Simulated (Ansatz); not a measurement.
Base system: CaSe in the rock salt structure (space group Fm-3m, No. 225; a = 5.869 Å). Axes: x, y, z lie along the cube axes.

The values are results of PBEsol (Ansatz, a first-principles code), no SOC, not measurements.

Base values:

The band gap is 1.88 eV and the electron mass comes out as 1.4 mₑ along k, 0.27 mₑ across (at X). The shortest interatomic distance is 2.934 Å.

The change: a pure shear with ε_xy = ε_yx = 0.0057; the atoms relax in the strained cell.

Question: What does the calculation give for the band gap, electron mass, shortest interatomic distance, stress and energy relative to the base after the change?

Answer: The band gap falls by 0.03 eV (1.88 eV → 1.85 eV); the electron mass stays 1.4 mₑ along k, 0.27 mₑ across (at X); the shortest interatomic distance stays 2.934 Å; the stress (xx, yy, zz, yz, xz, xy; compression positive) comes out as (0.00, 0.00, -0.01, 0.00, 0.00, -0.31) GPa; the energy is nearly the same.

Effective masses come from finite differences of ±0.01 Å⁻¹. Along k means along the line from Γ to the band edge. Stability against distortions was not tested.
